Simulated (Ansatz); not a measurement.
The parent structure is MgH$_{2}$ in the rutile structure (space group P4_2/mnm, No. 136; a = 4.476 Å, c = 3.008 Å). Axes: x, y, z lie along a, b, c of the conventional cell.

Method: PBEsol in Ansatz (plane waves to 420 eV, PAW, spin-orbit coupling left out).

Before the change:

The volume per atom comes out as 10.04 Å³.

Now apply this change: tensile biaxial strain of 1.66 % in the plane normal to [001], as in epitaxy on a mismatched substrate; the out-of-plane cell vector and the atoms relax.

Estimate the effect on the in-plane stress and volume per atom.

The mean in-plane stress (compression positive) comes out as -1.5 GPa; the volume per atom grows by 0.262 Å³ to 10.31 Å³.

No phonon test of stability was made.

Ansatz is a first-principles code.
